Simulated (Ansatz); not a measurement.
Here is the system:

```yaml
crystal:
  lattice:
    - [4.71033, 0.00000, 0.00000]
    - [-2.35516, 4.07926, 0.00000]
    - [0.00000, 0.00000, 5.68498]
  atoms:
    - { symbol: Ge, position: [0.66667, 0.33333, 0.04157] }
    - { symbol: Ge, position: [0.33333, 0.66667, 0.54157] }
    - { symbol: Se, position: [0.66667, 0.33333, 0.58363] }
    - { symbol: Se, position: [0.33333, 0.66667, 0.08363] }
```

No spin polarisation.

Hole doping at 5.0×10^21 cm⁻³ (0.546 per cell), with a uniform compensating background at fixed cell and a 300 K Fermi–Dirac width.

Calculations: Ansatz (a program for electronic structure) PBEsol, no SOC. Γ-centred 15×15×11 mesh, Fermi–Dirac width 0.0259 eV.

Q: Predict the gap between the host's bands, Fermi level from band edge and gap character.

A: 
- Gap between the host's bands = 0.68 eV
- Fermi level relative to the doped band's edge (positive inside the band; to 0.05 eV) = +0.55 eV
- Gap character = indirect, H → K–Γ (73 % along)

Charged cell with a jellium background: band edges are those of the host's band count, energies are not comparable with the neutral cell, and many-body gap narrowing is missing. No phonon test of stability was made. The cell was made from GeSe (space group P6_3mc, No. 186; a hypothetical phase, not in the database extracts checked) by this change: holes 5.0×10^21 cm⁻³.
